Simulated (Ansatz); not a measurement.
Consider HfC in the rock salt structure (space group Fm-3m, No. 225; a = 4.6407 Å).

The values are results of DFT with r2SCAN, PAW potentials and a 500 eV plane-wave cutoff in Ansatz (a program for electronic structure), no SOC, not measurements.

Base values:

The volume per atom is 12.49 Å³ and the band gap is zero.

Modification: cell and atoms relaxed at a pressure of 30 GPa.

**Question.** Estimate the effect on the volume per atom and band gap.

**Answer.** The volume per atom decreases by 1.20 Å³ (12.49 Å³ → 11.29 Å³); the band gap is still zero.

Load acts through the strain it causes; cell and atoms are relaxed under it. Stability against distortions was not tested. No other phases were tried under pressure. The final runs are not spin-polarised.
